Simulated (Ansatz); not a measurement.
# WSi2: energy against volume

WSi2 (MoSi2 type, I4/mmm, 13.360 Å³/atom and stress up to 0.01 GPa in the relaxed cell, c along z) under hydrostatic pressure, with the cell free. PBEsol in Ansatz, a plane-wave DFT program (PAW, default set), 420 eV, 20×20×20 Γ-centred mesh, Fermi-Dirac smearing 0.05 eV; ions are relaxed, or left where forces stay under 0.02 eV/Å, within the symmetry of each cell.

Here V stands for volume and E for E less E0.

```csv
volume (Å³/atom),E less E0 (meV/atom),pressure (GPa)
13.4785,0.74,-2.00
13.4187,0.18,-1.00
13.3604,0.00,0.00
13.3092,0.14,0.90
13.2424,0.76,2.10
13.1135,3.40,4.50
12.8884,12.84,9.00
12.6170,33.08,15.00
12.0451,?,?
```

Task: Using the third-order Birch-Murnaghan form, a cubic in V^(-2/3), estimate the missing E at V = 12.0451 from the other rows, showing the fit.

Result: With u = V^(-2/3) - 0.1793, the rows have u = -0.0027346, -0.0022104, -0.0016956, -0.0012404, -0.0006421, 0.0005267, 0.0026145, 0.0052140. Least squares gives E = 1.978 + 2340.2·u + 692054·u² + 607638·u³. Residuals (row less fit): -0.001, 0.000, 0.003, 0.001, -0.001, -0.003, 0.002, 0.000; standard error 0.003 (degrees of freedom: 4). Its minimum lies at u = -0.0016945, so V0 = (0.1776055)^(-3/2) = 13.36. There d²E/du² = 1378000 and d³E/du³ = 3646000, so B0 = (4/9) × 13.36^(-7/3) × 1378000 × 0.160218 = 232 GPa (the last factor turns the table's units into GPa), and B0' = 4 + (2/3) × 0.1776055 × (3646000)/1378000 = 4.3. B0' rests on the cubic coefficient alone and has a standard error of 0.1 from these residuals. At the withheld row, u = 0.0110092, so E = 1.978 + 2340.2 × 0.0110092 + 692054 × 0.0110092² + 607638 × 0.0110092³ = 112.431 meV/atom. The calculation gives 112.36 meV/atom, 0.071 meV/atom below the prediction (0.1 % of the range of E in the table). The row lies outside the fitted rows, so this is an extrapolation. The scatter of the fitted rows lies at the last printed digit.

In a metal these values are sensitive to mesh and smearing; energies are taken to zero smearing, stresses follow the free energy. Spin-orbit coupling is left out, which can shift these values for the heavy elements here. Other structures, which can take over under pressure, weren't tried. The same form fitted to the pressure column gives B0' = 4.3; series where the two differ by over 0.4 aren't shown. Rows are the converged runs of the series near zero and its far end, less any whose ions stayed unrelaxed beside relaxed ones; series whose fitted rows scatter by over a few per cent of the range, as at a crossing or softening among them, aren't shown in this form.
